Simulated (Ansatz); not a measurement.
## Effective masses and thermopower of LiF under load (space group I4/mmm)

```xyz
2
Lattice="0.0000 2.0310 1.9134 2.0310 0.0000 1.9134 2.0310 2.0310 0.0000" Properties=species:S:1:pos:R:3 pbc="T T T"
Li     0.0000     0.0000     0.0000
F      2.0310     2.0310     1.9134
```

Calculation: r2SCAN, rigid bands (plane waves, PAW, scalar-relativistic; Ansatz, a program for electronic structure). Condition of this run: uniaxial stress along [001] of 6 GPa (compression positive) (the target of the relaxation). Geometry: cell and atoms relaxed with PBEsol, then loaded as said.

```json
{
 "band_gap": "10.32 eV",
 "electron conductivity mass (300 K, dilute)": "0.89 (x), 0.89 (y), 0.91 (z) mₑ",
 "hole conductivity mass (300 K, dilute)": "3.6 (x), 3.6 (y), 3.8 (z) mₑ",
 "effective density of states N_c (300 K)": "2.1e19 cm⁻³",
 "effective density of states N_v (300 K)": "6.5e20 cm⁻³",
 "density_of_states_mass_electrons": "0.89 mₑ",
 "density_of_states_mass_holes": "8.8 mₑ",
 "Seebeck coefficient, n-type 1e19 cm⁻³, 300 K": "-283 μV/K",
 "best n-type power factor at 300 K for τ = 10 fs (best axis; densities from 1e16 to 1e21 cm⁻³ tried, whether or not they can be reached)": "3.9 μW/(cm·K²) at 1e20 cm⁻³",
 "Seebeck coefficient, p-type 1e19 cm⁻³, 300 K": "597 μV/K"
}
```

Rigid bands; masses and Seebeck coefficients take one relaxation time τ for all states and one kind of carrier; polarons and phonon drag are left out. Spin-orbit coupling is left out. Geometry: cell and atoms relaxed with PBEsol.
